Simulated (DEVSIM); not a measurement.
Structure: abrupt Si p-n junction, at 400 K.

```tsv
layer (left to right)	material	thickness (μm)	Nd (cm⁻³)	Na (cm⁻³)	τn (s)	τp (s)
1	Si	1.10	-	1.1e15	4e-6	4e-6
2	Si	33.0	5e17	-	4e-6	4e-6
```

Left contact: ohmic. Right contact: ohmic. Voltage is applied to the left contact. Recombination: SRH at mid-gap. Mobility is constant in doping. Where it depends on doping, it is μmin + (μ − μmin)/(1 + (N/Nref)^α).

The device is made up for the run: typed textbook-type constants, with dimensions and the other settings drawn at random. Values at 300 K; Nc and Nv go as T^1.5, mobilities as T to minus their exponent, the gap by Varshni's rule with the affinity fixed. The table also holds parameters that only a changed run uses.

```
parameter               Si
----------------  --------
gap (eV)             1.124
affinity (eV)         4.05
permittivity          11.7
Nc (cm⁻³)          2.86e19
Nv (cm⁻³)           3.1e19
μn (cm²/Vs)           1417
μp (cm²/Vs)            470
μn,min                  52
μp,min                  45
Nref,n              9.7e16
Nref,p              2.2e17
αn                    0.68
αp                    0.72
T exponent of μn       2.3
T exponent of μp       2.2
Cn (cm⁶/s)         2.8e-31
Cp (cm⁶/s)         9.9e-32
Varshni α (eV/K)  0.000473
Varshni β (K)          636
```

DEVSIM, 1D drift-diffusion, Boltzmann statistics, complete ionisation; no tunnelling, impact ionisation, image-force lowering or self-heating.

Base results: dark forward voltage at 100 A/cm² (V) 0.417; largest field in the device at zero bias (V/cm) 46000; potential step across the device at zero bias (V) 0.574; dark forward voltage at 1 A/cm² (V) 0.217.

Task: What follows from this one change: doping Nd of layer 2 5e+17 → 1.5e+17 cm^-3?

Result: dark forward voltage at 100 A/cm² 0.417 → 0.431 V; largest field in the device at zero bias 46000 → 26000 V/cm; potential step across the device at zero bias 0.574 → 0.533 V; dark forward voltage at 1 A/cm² little changed (0.217 V).

Task: What follows from this one change: doping Na of layer 1 1.1e+15 → 3.3e+15 cm^-3?

Result: dark forward voltage at 100 A/cm² 0.417 → 0.444 V; largest field in the device at zero bias little changed (48000 V/cm); potential step across the device at zero bias 0.574 → 0.612 V; dark forward voltage at 1 A/cm² 0.217 → 0.263 V.

Task: What follows from this one change: thickness of layer 1 1.1 → 0.22 μm?

Result: dark forward voltage at 100 A/cm² 0.417 → 0.291 V; largest field in the device at zero bias little changed (49000 V/cm); potential step across the device at zero bias little changed (0.574 V); dark forward voltage at 1 A/cm² 0.217 → 0.100 V.

Task: What follows from this one change: temperature 400 → 350 K?

Result: dark forward voltage at 100 A/cm² 0.417 → 0.520 V; largest field in the device at zero bias little changed (43000 V/cm); potential step across the device at zero bias 0.574 → 0.666 V; dark forward voltage at 1 A/cm² 0.217 → 0.349 V.

Task: What follows from this one change: doping-dependent mobility in place of the constant one?

Result: dark forward voltage at 100 A/cm² 0.417 → 0.432 V; largest field in the device at zero bias little changed (46000 V/cm); potential step across the device at zero bias little changed (0.574 V); dark forward voltage at 1 A/cm² little changed (0.218 V).
